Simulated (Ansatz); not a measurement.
Worked calculations on one periodic cell of amorphous Si30N41Li3: Si30N41Li3, 74 atoms, volume 848.7 Å³, made by a melt-quench on the CHGNet potential and relaxed with DFT. N atoms were pushed apart under 1.9 Å during the dynamics, to hinder bonds among them. It is a model cell: composition and starting density were chosen by hand, and all elements were melted together. Cycles of charging were run to anneal it. These are PBE, scalar-relativistic without spin-orbit coupling (plane waves to 420 eV, PAW; Ansatz, a first-principles code) values and carry that method's errors. Sampling: a 2×2×2 Γ-centred mesh; Fermi-Dirac width 0.02 eV; no spin polarisation. Its volume was relaxed, its shape was free, and it stands at a mean pressure of 0.1 GPa with stress components up to 0.1 GPa; the relaxation ran on the zone centre alone. Its density went from a set 2.92 to 2.81 g/cm³. The cell is small and was quenched far faster than a real film, so it is one sample of the glass.

**Question.** Count formal charges (Si +4, N -3, Li +1). What does the count lead one to expect at the Fermi level, and what does the calculation give?

**Answer.** 30 × (+4) + 41 × (-3) + 3 × (+1) = 0. The charges balance, so the anion-derived valence states can be full and a gap can open. On this mesh the highest filled and lowest empty level lie 2.33 eV apart; localised defect or tail levels set that (at the zone centre the more localised edge state sits most on one Si atom with neighbours N 1.65 Å, N 1.67 Å, N 1.72 Å), and the nearest spread-out levels lie 3.3 eV apart.

Four energies for a hole at PBE on the zone centre alone (charged cells in a uniform background, spin-polarised): neutral at the neutral geometry -35488.364 eV; charged at the neutral geometry -35495.067 eV; charged and relaxed -35495.161 eV; neutral at the charged geometry -35488.221 eV.

**Question.** Find the two relaxation energies and their sum, the reorganisation energy.

**Answer.** On charging: -35495.067 − (-35495.161) = 0.094 eV. On discharging: -35488.221 − (-35488.364) = 0.143 eV. The sum is 0.237 eV. The carrier's level spreads over 11 of the 74 atoms' worth, so it counts as partly localised, most on one N atom with neighbours Si 1.71 Å, Si 1.73 Å, Li 1.99 Å, Li 2.03 Å (neutral geometry). The values are uncorrected: the image energy of a point charge in this cell, 2.84 × 14.40 / (2 × 9.5) = 2.2 eV before screening, is screened by electrons alone at the fixed geometry and by ions too after relaxing, and the carrier can be spread before it relaxes, so each term can be off by up to that value times 1/ε∞, some tenths of an eV. PBE's self-interaction favours spread-out carriers, so a hybrid can localise more.
